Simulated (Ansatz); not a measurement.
WCo3 (Pm-3m, No. 221, 4 atoms in the cell; start mp-1008274), treated with r²SCAN in Ansatz (plane waves, PAW).

Numerical settings: plane-wave cutoff 560 eV, 16×16×16 k mesh, Fermi–Dirac smearing 0.05 eV, spin-polarised start, scalar-relativistic PAW data made under PBE.

Cell (relaxed at this level):

```
Co3W
1.0
    3.56485     0.00000     0.00000
    0.00000     3.56485     0.00000
    0.00000     0.00000     3.56485
Co W
3 1
Direct
  0.50000   0.50000   0.00000
  0.00000   0.50000   0.50000
  0.50000   0.00000   0.50000
  0.00000   0.00000   0.00000
```

**Question.** Give the computed bulk modulus B0.

**Answer.** 
- bulk modulus B0 = 295 GPa

The run finds no gap.

Note: the magnetic order was assumed, not searched for or taken from measurement; the bulk modulus is −V dP/dV from two relaxed cells at ±2 % in volume; the relaxation could not lower the start's symmetry, so the cell can be a saddle point above a distorted one.

Spin–orbit coupling is not included.

Static lattice: no zero-point or thermal effects.

The result took about 3 core-minutes (a rough figure).

A start named mp-… is a Materials Project structure, which need not be a measured phase.

Ansatz is a quantum-chemistry and plane-wave program.
